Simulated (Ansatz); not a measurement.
# A computed series for hypothetical NiAs type TlF: pressure series

Base system: TlF in the NiAs type structure (space group P6_3/mmc, No. 194; a hypothetical phase, not in the database extracts checked).

```xyz
4
Lattice="3.7520 0.0000 0.0000 -1.8760 3.2493 0.0000 0.0000 0.0000 6.8900" Properties=species:S:1:pos:R:3 pbc="T T T"
Tl     0.0000     0.0000     0.0000
Tl     0.0000     0.0000     3.4450
F      0.0000     2.1662     1.7225
F      1.8760     1.0831     5.1675
```

Cell and atoms are relaxed at each pressure.

The values are results of plane-wave PAW DFT at the PBEsol level (Ansatz, a quantum-chemistry and plane-wave program, 420 eV), spin-orbit coupling left out, not measurements.

Two rows of this table had their results exchanged by mistake.

| pressure | volume per atom (Å³) | shortest distance (Å) | band gap |
|---|---|---|---|
| pressure −2 GPa | 22.42 | 2.825 | 1.93 eV |
| pressure −1 GPa | 21.65 | 2.794 | 1.91 eV |
| pressure 3 GPa | 19.47 | 2.707 | 1.69 eV |
| pressure 7 GPa | 17.96 | 2.651 | 1.06 eV |
| pressure 15 GPa | 16.02 | 2.584 | zero |
| pressure 30 GPa | 11.01 | 2.353 | zero |
| pressure 50 GPa | 12.76 | 2.449 | zero |
| pressure 75 GPa | 11.72 | 2.395 | zero |
| pressure 100 GPa | 14.09 | 2.511 | zero |

Task: Which two?

Result: The rows for pressure 30 GPa and pressure 100 GPa: the volume has to fall steadily with pressure, so 14.09 Å³ belongs to pressure 30 GPa and 11.01 Å³ to pressure 100 GPa.

The mesh was chosen for an insulator and is coarse for the gapless case. From pressure 15 GPa on, the axis ratios lie over 15 % from the base's, so the cell there is far from its starting form. With Tl present, leaving out spin-orbit coupling can change the band edges. Load acts through the strain it causes; cell and atoms are relaxed under it. No phonon test of stability was made. Competing high-pressure phases were not computed. The final runs are not spin-polarised. A zero or small gap of TlF under pressure 15 GPa and TlF under pressure 30 GPa can be the functional's error rather than a property of the material.
